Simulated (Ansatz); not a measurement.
## GeSe$_{2}$ (space group P2_1/c, No. 14; a model cell, its experimental status unchecked)

```
CELL_PARAMETERS angstrom
      6.51324     0.00000     0.00000
      0.00000     5.60183     0.00000
     -0.19615     0.00000     7.51657
ATOMIC_POSITIONS crystal
  Ge 0.23864 0.54440 0.64910
  Ge 0.76136 0.04440 0.85090
  Ge 0.76136 0.45560 0.35090
  Ge 0.23864 0.95560 0.14910
  Se 0.14020 0.92592 0.80401
  Se 0.85980 0.42592 0.69599
  Se 0.85980 0.07408 0.19599
  Se 0.14020 0.57408 0.30401
  Se 0.41163 0.32977 0.93657
  Se 0.58837 0.82977 0.56343
  Se 0.58837 0.67023 0.06343
  Se 0.41163 0.17023 0.43657
```

Computed with Ansatz (an electronic-structure program) PBEsol, no spin-orbit coupling. Settings: 6×7×5 k-points, 0.05 eV Fermi–Dirac smearing.

```yaml
volume_per_atom: 22.85 Å³
density: 5.58 g/cm³
band_gap: zero
total_energy: -5034.039 eV/atom (σ→0; compares only within this code and set-up)
```

No phonon test of stability was made. The final runs are not spin-polarised.
